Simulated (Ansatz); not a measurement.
# Element substitutions in BN

The reference is BN in the zinc blende structure (space group F-43m, No. 216; a = 3.6097 Å).

Each row replaces one element on all its sites; cell and atoms are relaxed.

Method: plane-wave PAW DFT at the r2SCAN level (Ansatz, a program for electronic structure, 500 eV), no spin-orbit coupling.

Candidates:
(a) N → O
(b) B → Ga
(c) B → Be

For the base:

| Quantity | Result |
|---|---|
| Lattice parameter a | 3.610 Å |

Problem. Order them by lattice parameter a, lowest first.

Solution. (a) N → O (3.921 Å), (c) B → Be (3.938 Å), (b) B → Ga (4.498 Å)

Whether these cells are dynamically stable was not tested. As relaxed here, BO and BeN are hypothetical phases, not in the database extracts checked. The final runs are not spin-polarised. An odd electron count without spin: BO and BeN. This is not the structure that GaN has at room temperature and ambient pressure.
